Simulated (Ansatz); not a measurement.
Level of theory: PBE (plane waves to 420 eV, PAW; Ansatz, a quantum-chemistry and plane-wave program).

Electrostatic potential energy of an electron, averaged over planes parallel to the surface, in eV from the Fermi level, for a constructed model of the (0001) surface of hcp Co, ferromagnetic, a pseudomorphic layer of Ru in the host's stacking (bottom of the slab: a bare face, its two planes held):

(z (Å), V (eV)): (3.77, 5.00); (4.06, 5.00); (4.35, 5.00); (4.64, 5.00); (4.93, 4.99); (5.22, 4.98); (5.51, 4.95); (5.80, 4.90); (6.09, 4.79); (6.38, 4.56); (6.67, 4.08); (6.96, 3.07); (7.25, 0.96); (7.54, -4.89); (7.83, -13.95); (8.12, -19.87); (8.41, -19.13); (8.70, -12.17); (8.99, -3.73); (9.28, -0.96); (9.57, -5.67); (9.86, -14.49); (10.15, -20.13); (10.44, -19.04); (10.73, -11.83); (11.02, -3.43); (11.31, -0.80); (11.60, -5.39); (11.89, -14.21); (12.18, -20.02); (12.47, -19.11); (12.76, -12.00); (13.05, -3.61); (13.34, -1.03); (13.63, -5.98); (13.92, -14.78); (14.21, -20.19); (14.50, -18.79); (14.79, -11.38); (15.08, -3.16); (15.37, -0.99); (15.66, -6.19); (15.95, -15.01); (16.24, -20.27); (16.53, -18.66); (16.82, -11.13); (17.11, -3.04); (17.40, -1.20); (17.69, -6.81); (17.98, -15.58); (18.27, -20.40); (18.56, -18.39); (18.85, -10.73); (19.14, -3.10); (19.43, -2.23); (19.72, -9.36); (20.01, -22.90); (20.30, -32.93); (20.59, -32.21); (20.88, -21.19); (21.17, -7.69); (21.46, -0.29); (21.75, 2.64); (22.04, 4.02); (22.33, 4.67); (22.62, 4.97); (22.91, 5.11); (23.20, 5.18); (23.49, 5.21); (23.78, 5.23); (24.07, 5.23); (24.36, 5.24); (24.65, 5.24)

Set-up: 7 atoms, 12.5 Å thick at the start with caps and adatoms (thin: gaps and levels are the slab's own); mesh 17x17x1; 0.1 eV smearing; dipole correction on; 2 atoms held, the rest relaxed; held to the start's symmetry, so lower structures may exist; spin-polarised, ending with about 9.6 μB a cell; orders that need a larger cell were not tried, no spin-orbit, no U. In PBE it is, or lies within 0.01 eV a 1x1 cell of, the lowest of the 2 structures of its composition computed so far; subsurface sites and larger cells were not tried.

The vacuum level lies 5.24 eV above the Fermi level over the top face and 5.00 eV above it under the bottom face.
